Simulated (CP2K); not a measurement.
CP2K run on ZnS (F-43m, 2 atoms in the cell): self-consistent single point.

Method of the run: LDA (Pade form), GPW, DZVP-MOLOPT-SR-GTH basis, GTH-PADE potentials (GTH_POTENTIALS) (CP2K).

```
CELL_PARAMETERS angstrom
      3.82545     0.00000     0.00000
      1.91272     3.31293     0.00000
      1.91272     1.10431     3.12346
ATOMIC_POSITIONS crystal
  Zn 0.00000 0.00000 0.00000
  S  0.25000 0.25000 0.25000
```

Reference input (self-consistent single point, DFT PBE, GPW, DZVP-MOLOPT-SR-GTH basis, GTH-PBE potentials (GTH_POTENTIALS)): CUTOFF = 600 Ry; REL_CUTOFF = 50 Ry; SMEAR/METHOD = FERMI_DIRAC; ELECTRONIC_TEMPERATURE = 580.23 K; KPOINTS/SCHEME = MONKHORST-PACK 7 7 7; XC_FUNCTIONAL = PBE; Zn/BASIS_SET = DZVP-MOLOPT-SR-GTH; Zn/POTENTIAL = GTH-PBE-q12; S/BASIS_SET = DZVP-MOLOPT-SR-GTH; S/POTENTIAL = GTH-PBE-q6; METHOD = GPW; EPS_DEFAULT = 1e-10. This run's input differs from it in these lines:

```diff
@@ -42,3 +42,3 @@
     &XC
-      &XC_FUNCTIONAL PBE
+      &XC_FUNCTIONAL PADE
       &END XC_FUNCTIONAL
@@ -74,3 +74,3 @@
       BASIS_SET DZVP-MOLOPT-SR-GTH
-      POTENTIAL GTH-PBE-q12
+      POTENTIAL GTH-PADE-q12
     &END KIND
@@ -78,3 +78,3 @@
       BASIS_SET DZVP-MOLOPT-SR-GTH
-      POTENTIAL GTH-PBE-q6
+      POTENTIAL GTH-PADE-q6
     &END KIND
```

Log, with long lists cut:

```
 SCF WAVEFUNCTION OPTIMIZATION

  Step     Update method      Time    Convergence         Total energy    Change
     1 NoMix/Diag. 0.20E+00      -     1.64340669       -70.8346659891 -7.08E+01
     2 Broy./Diag. 0.20E+00      -     0.04610279       -71.0273462268 -1.93E-01
     3 Broy./Diag. 0.20E+00      -     0.06366948       -70.8508927499  1.76E-01
     4 Broy./Diag. 0.20E+00      -     0.02049620       -70.7624114004  8.85E-02
     5 Broy./Diag. 0.20E+00      -     0.00739668       -70.7839654373 -2.16E-02
     6 Broy./Diag. 0.20E+00      -     0.00223251       -70.7857646432 -1.80E-03
   [... 2 lines left out ...]
     9 Broy./Diag. 0.20E+00      -     0.00005195       -70.7640811679 -1.02E-05
    10 Broy./Diag. 0.20E+00      -     0.00000220       -70.7642991944 -2.18E-04
    11 Broy./Diag. 0.20E+00      -     0.00000255       -70.7643044174 -5.22E-06
    12 Broy./Diag. 0.20E+00      -     0.00000008       -70.7643000057  4.41E-06
  *** SCF run converged in    12 steps ***

  Overlap energy of the core charge distribution:               0.00000000135165
  Self energy of the core charge distribution:               -103.82984772853666
  Core Hamiltonian energy:                                     30.58836004820191
  Hartree energy:                                              13.49549528222016
  Exchange-correlation energy:                                -11.01830760888777
  Electronic entropic energy:                                  -0.00000000001077
  Fermi energy:                                                 0.14370515014163

  Total energy:                                               -70.76430000566148
  Total energy (extrapolated to T->0):                        -70.76430000565610

   [... lines left out ...]

 STRESS| Analytical stress tensor [bar]
 STRESS|                        x                   y                   z
 STRESS|      x       -4.33543879475E+04  -3.20597012604E-03  -2.26694957660E-03
 STRESS|      y       -3.20597012604E-03  -4.33543640354E+04  -1.60866569951E-01
 STRESS|      z       -2.26694957660E-03  -1.60866569951E-01  -4.33543011805E+04
 STRESS| 1/3 Trace                                            -4.33543510545E+04
```

The run converged in 12 iterations. Against the reference run the pressure goes from 1.67 to -4.34 GPa and the gap on the mesh goes from 2.076 to 1.807 eV.

The starting cell has typed, rounded lattice constants, without a prior relaxation at this level. Values carry the incompleteness of an atom-centred basis. With a pressure of about -4 GPa the cell is away from its equilibrium volume at this level.
